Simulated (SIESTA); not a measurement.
A relaxation of cell and atoms of SrCd (Pm-3m, 2 atoms in the cell) with SIESTA.

Level of theory: GGA PBEsol, numerical atomic orbitals DZP, PseudoDojo PBEsol standard norm-conserving potentials (rewritten from UPF to PSML) (SIESTA).

```
CELL_PARAMETERS angstrom
      4.06670     0.00000     0.00000
      0.00000     4.06670     0.00000
      0.00000     0.00000     4.06670
ATOMIC_POSITIONS crystal
  Sr 0.50000 0.50000 0.50000
  Cd 0.00000 0.00000 0.00000
```

Reference input (self-consistent single point, DFT, GGA PBEsol, numerical atomic orbitals DZP, PseudoDojo PBEsol standard norm-conserving potentials (rewritten from UPF to PSML)): XC.functional = GGA; XC.authors = PBEsol; potentials = PseudoDojo PBEsol standard; PAO.BasisSize = DZP; PAO.EnergyShift = 0.01 Ry; MeshCutoff = 400 Ry; kgrid.MonkhorstPack = 11 11 11; OccupationFunction = FD; ElectronicTemperature = 0.1 eV; MaxSCFIterations = 150; SCF.Mixer.Method = Pulay; SCF.Mixer.Weight = 0.2. This run's input differs from it in these lines:

```diff
@@ -41,2 +41,7 @@
 Diag.ParallelOverK           true
+MD.TypeOfRun                 CG
+MD.Steps                     40
+MD.MaxForceTol               0.02 eV/Ang
+MD.VariableCell              true
+MD.MaxStressTol              0.05 GPa
 WriteForces                  true
```

The program printed (abridged):

```
        iscf     Eharris(eV)        E_KS(eV)     FreeEng(eV)     dDmax    Ef(eV) dHmax(eV)
   scf:    1    -5683.717526    -5693.113958    -5693.154772  0.723245 -2.613082 10.557472
   scf:    2    -5695.722523    -5694.556515    -5694.598904  0.236768 -2.749080  5.328843
   scf:    3    -5695.319289    -5695.044311    -5695.088001  0.229609 -2.874270  0.873798
   scf:    4    -5695.040796    -5695.050341    -5695.094030  0.068693 -2.912541  0.780095
   scf:    5    -5695.053098    -5695.057673    -5695.100924  0.051286 -2.889451  0.412907
   scf:    6    -5695.061218    -5695.060101    -5695.103524  0.016398 -2.907242  0.014533
   scf:    7    -5695.060104    -5695.060103    -5695.103529  0.000760 -2.907188  0.004645
   scf:    8    -5695.060116    -5695.060110    -5695.103530  0.000354 -2.906579  0.000543
mix: Pulay -- inversion failed, > SVD [rank/size] 4 / 7
   scf:    9    -5695.060109    -5695.060110    -5695.103530  0.000013 -2.906588  0.000205
SCF Convergence by DM+H criterion
max |DM_out - DM_in|         :     0.0000129449
max |H_out - H_in|      (eV) :     0.0002052595
SCF cycle converged after 9 iterations

Using DM_out to compute the final energy and forces

siesta: E_KS(eV) =            -5695.0601

siesta: E_KS - E_eggbox =     -5695.0601

siesta: Atomic forces (eV/Ang):
     1    0.000000    0.000000    0.000000
     2   -0.000000   -0.000000   -0.000000
   Tot    0.000000    0.000000    0.000000
   Max    0.000000
   Res    0.000000    sqrt( Sum f_i^2 / 3N )
   Max    0.000000    constrained

Stress tensor Voigt[x,y,z,yz,xz,xy] (kbar):       -3.39       -3.39       -3.39        0.00        0.00        0.00
(Free)E + p*V (eV/cell)    -5694.9612
Target enthalpy (eV/cell)    -5695.1035

siesta: Stress tensor (static) (eV/Ang**3):
   [... lines left out ...]
siesta: Pressure (static):          3.39150496  kBar
siesta: Pressure (total):          3.39150496  kBar
No target stress found, assuming hydrostatic MD.TargetPressure.
Target stress (kBar)
outcell: Cell volume (Ang**3)        :     69.7515
        iscf     Eharris(eV)        E_KS(eV)     FreeEng(eV)     dDmax    Ef(eV) dHmax(eV)
siesta: Pressure (static):         -6.37538784  kBar
siesta: Pressure (total):         -6.37538784  kBar
outcell: Cell volume (Ang**3)        :     68.0949
        iscf     Eharris(eV)        E_KS(eV)     FreeEng(eV)     dDmax    Ef(eV) dHmax(eV)
   [... lines left out ...]
siesta:     0.000048    0.000000   -0.000000
siesta:     0.000000    0.000048   -0.000000
siesta:    -0.000000   -0.000000    0.000048

siesta: Cell volume =         68.094919 Ang**3

siesta: Pressure (static):
siesta:                Solid            Molecule  Units
siesta:          -0.00000052         -0.00000052  Ry/Bohr**3
siesta:          -0.00004800         -0.00004800  eV/Ang**3
siesta:          -0.07690758         -0.07690660  kBar
```

The run converged. 

Summary of the result:
- Free energy E − TS: -5695.1044 eV
- Fermi level (on the code's own zero): -2.89 eV
- Pressure: -0.01 GPa
- Final cell: a = 4.0836 Å, b = 4.0836 Å, c = 4.0836 Å, α = 90.00°, β = 90.00°, γ = 90.00°
- Final volume per atom: 34.05 Å³
- Relaxation steps: 3

The starting cell comes from a database of computed structures (which also holds hypothetical and non-ambient phases and stackings), without a prior relaxation at this level. Its lattice was rescaled by a random factor within 2.5 % of one. Values carry the incompleteness of an atom-centred basis.

Cost on one core of a shared machine: roughly 70 s.
